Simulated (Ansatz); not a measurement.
Base system: AlN in the wurtzite structure (space group P6_3mc, No. 186).

```xyz
4
Lattice="3.0888 0.0000 0.0000 -1.5444 2.6750 0.0000 0.0000 0.0000 4.9433" Properties=species:S:1:pos:R:3 pbc="T T T"
Al     0.0000     1.7833     0.0000
Al     1.5444     0.8917     2.4717
N      0.0000     1.7833     1.8883
N      1.5444     0.8917     4.3599
```

Calculations: LDA/PAW in Ansatz (a first-principles code), no SOC.

For the base:

The pressure is -0.01 GPa and the valence-band top at Γ is 0.00, -0.23, -0.23 eV. The band gap comes out as 4.42 eV.

Perturbation: the cell is scaled by 1.0240 in all directions, atoms relaxed at fixed cell.

Task: Predict the new pressure, valence-band top at Γ, band gap and energy relative to the base.

Result: The pressure (mean of the normal stresses, compression positive) falls by 13.058 GPa to -13.06 GPa; the valence-band top at Γ (three highest levels, from the VBM) becomes 0.00, -0.20, -0.20 eV (base: 0.00, -0.23, -0.23 eV); the band gap falls by 0.62 eV to 3.80 eV; the energy increases by 33 meV/atom.

The cells carry an imposed strain or load. No phonon test of stability was made.
